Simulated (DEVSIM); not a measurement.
Device: Si/Ge n-p heterojunction, at 300 K.

| layer (left to right) | material | thickness (μm) | Nd (cm⁻³) | Na (cm⁻³) | τn (s) | τp (s) |
|---|---|---|---|---|---|---|
| 1 | Si | 0.310 | 6.5e17 | - | 2.4e-7 | 2.4e-7 |
| 2 | Ge | 1.30 | - | 7.4e15 | 2.4e-7 | 2.4e-7 |

Left contact: ohmic. Right contact: ohmic. Voltage is applied to the left contact. Recombination: SRH at mid-gap, radiative, Auger. Mobility is μmin + (μ − μmin)/(1 + (N/Nref)^α).

The device is made up for the run: typed textbook-type constants, with dimensions and the other settings drawn at random. Values at 300 K.

```tsv
parameter	Si	Ge
gap (eV)	1.124	0.664
affinity (eV)	4.05	4
permittivity	11.7	16
Nc (cm⁻³)	2.86e19	1.04e19
Nv (cm⁻³)	3.1e19	6e18
μn (cm²/Vs)	1417	3900
μp (cm²/Vs)	470	1900
μn,min	52	150
μp,min	45	100
Nref,n	9.7e16	2.6e17
Nref,p	2.2e17	4e17
αn	0.68	0.56
αp	0.72	0.6
B (cm³/s)	4.7e-15	6.4e-14
Cn (cm⁶/s)	2.8e-31	1e-31
Cp (cm⁶/s)	9.9e-32	1e-31
```

Model (solved in DEVSIM): 1D drift-diffusion, Boltzmann statistics, complete ionisation; no tunnelling, impact ionisation, image-force lowering or self-heating. Band offsets follow the typed affinities; no thermionic-emission limit at abrupt steps, no polarisation charge.

The doping Na of layer 2 was swept, all else fixed.

```csv
doping Na of layer 2 (cm^-3),potential step across the device at zero bias (V),dark forward voltage at 100 A/cm² (V),largest field in the device at zero bias (V/cm)
2.2e14,0.252,0.168,16000
7.4e14,0.284,(withheld),(withheld)
2.2e15,0.312,0.218,21000
7.4e15,0.343,0.249,32000
2.2e16,0.371,0.279,53000
7.4e16,0.403,0.315,96000
2.2e17,0.431,0.350,150000
```

Some entries are withheld; supply them.


- 7.4e14, dark forward voltage at 100 A/cm² (V): 0.192
- 7.4e14, largest field in the device at zero bias (V/cm): 18000
